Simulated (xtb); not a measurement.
xtb 6.7.1, GFN2-xTB: Ge(H)(OEt)(NH2)2 (CC[O][GeH]([NH2])[NH2]), 16 atoms. The geometry is a generated start, not checked to be a minimum at this level.

| Property | Value |
|---|---|
| method | GFN2-xTB |
| --acc | 1 (default) |
| --etemp (K) | 300 (default) |
| detailed input (--input) | none: ANC optimiser, Lindh (1995) Hessian, microcycle=20, maxdispl=1.0, hlow=0.01 (default) |
| basis functions | 40 |
| valence electrons | 38 |

```xyz
16

Ge     1.3886     0.3927     0.2063
N      1.6123    -1.4125     0.2341
N      1.9601     1.1859    -1.3268
O     -0.3240     0.7265     0.0934
C     -1.3520     0.0760     0.8124
C     -2.4628    -0.3393    -0.1424
H      1.9740     0.8984     1.5120
H      1.2907    -1.8749    -0.6061
H      2.5396    -1.7526     0.4419
H      2.9185     1.5043    -1.3558
H      1.3607     1.9405    -1.6309
H     -0.9665    -0.8052     1.3364
H     -1.7461     0.7763     1.5588
H     -3.2671    -0.8183     0.4098
H     -2.8539     0.5340    -0.6586
H     -2.0720    -1.0318    -0.8844
```

The structure is relaxed from this start with --opt LEVEL for the levels crude, sloppy, loose, lax, normal, tight, vtight, extreme, once each. Up to the end of the extreme run atoms move by at most 1.4 Å along an axis.

### Question
Which level is enough to come within 5 meV of the tightest end point?

### Answer
tight: 94 cycles against 153, ending 0.41 meV above.

```
level    cycles  energy above the extreme run (meV)  gradient norm (eV/Å)
-------  ------  ----------------------------------  --------------------
crude         1                                  30                 0.077
sloppy        1                                  30                 0.077
loose         1                                  30                 0.077
lax           1                                  30                 0.077
normal        9                                  28                 0.018
tight        94                                0.41                0.0038
vtight      136                               0.036                0.0014
extreme     153                                   —               0.00097
```
